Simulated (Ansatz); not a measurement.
Zinc-blende BeS, treated with revPBE in Ansatz (plane waves, PAW).

Settings: plane-wave cutoff 520 eV, 12×12×12 k mesh, Fermi–Dirac smearing 0.01 eV, scalar-relativistic PAW data made under PBE.

The cell is scaled about its equilibrium volume:

| V (Å³/atom) | P (GPa) | direct gap at Γ (eV) | smallest gap on the k mesh (eV) |
|---|---|---|---|
| 13.894 | 6.19 | 5.692 | 3.131 |
| 14.189 | 3.93 | 5.704 | 3.182 |
| 14.485 | 1.88 | 5.713 | 3.230 |
| 14.780 | 0.01 | 5.700 | 3.275 |
| 15.076 | -1.68 | 5.538 | 3.318 |
| 15.372 | -3.22 | 5.382 | 3.357 |
| 15.667 | -4.62 | 5.232 | 3.394 |

The fundamental gap (3.28 eV at the equilibrium volume, with added k points) lies elsewhere than Γ–Γ.

Ansatz is a program for electronic structure.
